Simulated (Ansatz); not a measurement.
The reference is Zr in the hcp (Mg type) structure (space group P6_3/mmc, No. 194; a = 3.244 Å, c = 5.158 Å; relaxed with 0.1 eV smearing). Axes: x lies along a and z along c of the hexagonal cell.

Level of theory: Kohn–Sham DFT with the r2SCAN functional, run in Ansatz (a program for electronic structure) with PAW and 500 eV plane waves, no spin-orbit coupling.

The change: uniaxial strain ε_xx = +1.00 %, all other strain components held at zero; the atoms relax in the strained cell.

Q: What happens to the stress, energy relative to the base and largest internal atomic displacement?

A: The stress (xx, yy, zz, yz, xz, xy; compression positive) amounts to (-1.4, -0.7, -0.6, 0.0, 0.0, 0.0) GPa; the energy increases by 1.0 meV/atom; the largest internal atomic displacement amounts to 0.011 Å.

Stability against distortions was not tested. All final runs are without spin polarisation.
